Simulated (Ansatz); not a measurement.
CH3 on the 1x1 (0001) surface of hcp Zr, one in a 2x2 cell: adsorption energies (eV for each) against CH4(g) − ½ H2(g) in Ansatz (plane waves, PAW). Structures relaxed with PBE; the other functionals are single points on them, with slab and gas at the same level. No dispersion, zero-point or thermal terms. Rows are starts at which the adsorbate stayed.

Model: 20-atom slab, 7.6 Å thick at the start under the adsorbate (thin: gaps and levels are the slab's own), 5x5x1 mesh, Fermi-Dirac 0.1 eV, dipole correction, 8 atoms held, the rest relaxed; each run with such symmetry as its start has; spin where the adsorbate may keep a moment, no spin-orbit, no U, no dispersion correction.

```
site                                      PBE   RPBE  r2SCAN
--------------------------------------  -----  -----  ------
top Zr                                   0.68   0.75    0.34
hollow Zr-Zr-Zr                         -0.15   0.07   -0.42
hollow Zr-Zr-Zr over Zr at depth 2.4 Å  -0.21  -0.01   -0.44
bridge Zr-Zr (span 3.2 Å)                0.03   0.23   -0.23
```

RPBE moves the energies by 0.17 eV on average against PBE and puts 'hollow Zr-Zr-Zr over Zr at depth 2.4 Å' lowest, as PBE does. r2SCAN moves the energies by -0.28 eV on average against PBE and puts 'hollow Zr-Zr-Zr over Zr at depth 2.4 Å' lowest, as PBE does.

Ansatz is a program for electronic structure.
